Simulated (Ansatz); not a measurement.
Consider the following.

```
BaZnF4
1.0
    2.08629    -7.28203     0.00000
    2.08629     7.28203     0.00000
    0.00000     0.00000     5.82409
Ba Zn F
2 2 8
Direct
  0.85101   0.14899   0.95635
  0.14899   0.85101   0.45635
  0.41353   0.58647   0.49937
  0.58647   0.41353   0.99937
  0.92217   0.07783   0.51692
  0.07783   0.92217   0.01692
  0.46873   0.53127   0.83205
  0.53127   0.46873   0.33205
  0.69935   0.30065   0.19732
  0.30065   0.69935   0.69732
  0.66670   0.33330   0.72647
  0.33330   0.66670   0.22647
```

Calculation: PBEsol, rigid bands (plane waves, PAW, scalar-relativistic; Ansatz, a first-principles code). Geometry: cell and atoms relaxed with PBEsol.

Problem. Predict the electron conductivity mass (n e² τ/σ) at 300 K, by direction if it differs.

Solution. 0.51 (x), 0.58 (y), 0.51 (z) mₑ.

Problem. And the band gap?

Solution. 4.61 eV at this level; semilocal functionals usually fall short of the measured gap.

Rigid bands, one relaxation time for all states, no polarons. Spin-orbit coupling is left out; where it splits the top of the valence band it changes the hole mass and lowers the gap by about a third of the splitting.

Formula and space group known from diffraction (Crystallography Open Database), not checked to be the room-temperature form: BaZnF4 (Cmc2_1).
